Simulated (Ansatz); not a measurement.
Given:

End structure of NH2 on the 1x1 (0001) surface of hcp Ti, one in a 2x2 cell, started at the site 'bridge Ti-Ti (span 2.9 Å)':

```yaml
crystal:
  lattice:
    - [5.87727, 0.00000, 0.00000]
    - [-2.93864, 5.08987, 0.00000]
    - [0.00000, 0.00000, 26.00000]
  atoms:
    - { symbol: Ti, position: [0.33333, 0.16667, 0.36988] }
    - { symbol: Ti, position: [0.33333, 0.66667, 0.36988] }
    - { symbol: Ti, position: [0.83333, 0.16667, 0.36988] }
    - { symbol: Ti, position: [0.83333, 0.66667, 0.36988] }
    - { symbol: Ti, position: [0.16667, 0.33333, 0.45305] }
    - { symbol: Ti, position: [0.16667, 0.83333, 0.45305] }
    - { symbol: Ti, position: [0.66667, 0.33333, 0.45305] }
    - { symbol: Ti, position: [0.66667, 0.83333, 0.45305] }
    - { symbol: Ti, position: [0.33002, 0.16579, 0.54660] }
    - { symbol: Ti, position: [0.33118, 0.66891, 0.54676] }
    - { symbol: Ti, position: [0.83909, 0.16095, 0.54742] }
    - { symbol: Ti, position: [0.83439, 0.67016, 0.54660] }
    - { symbol: Ti, position: [0.17628, 0.34349, 0.63262] }
    - { symbol: Ti, position: [0.16441, 0.83575, 0.63173] }
    - { symbol: Ti, position: [0.66962, 0.33065, 0.62690] }
    - { symbol: Ti, position: [0.65655, 0.82381, 0.63263] }
    - { symbol: N, position: [0.00093, 0.00027, 0.68506] }
    - { symbol: H, position: [0.06253, 0.94035, 0.71673] }
    - { symbol: H, position: [0.90536, 0.09321, 0.70129] }
```

Set-up: 19 atoms, 6.8 Å thick at the start under the adsorbate (thin: gaps and levels are the slab's own); mesh 6x6x1; 0.1 eV smearing; dipole correction on; 8 atoms held, the rest relaxed; no symmetry held; no spin, no spin-orbit, no U, no dispersion correction. At the end it is bonded to 3 Ti. In PBE it is, or lies within 0.03 eV of, the lowest of the starts that converged.

A negative adsorption energy means that the adsorbate is more stable on the surface than in its reference.

**Question.** Estimate the adsorption energy against NH3(g) − ½ H2(g) that PBE (Ansatz, a program for electronic structure) returns for this input.

**Answer.** -146 kJ/mol

**Question.** Give the work function of the top face at the level PBE.

**Answer.** 3.29 eV

**Question.** Give the change of the work function at the level PBE.

**Answer.** -1.11 eV

**Question.** Give the change of the step from the bottom to the top vacuum level, against the clean slab at the level PBE.

**Answer.** -1.10 eV
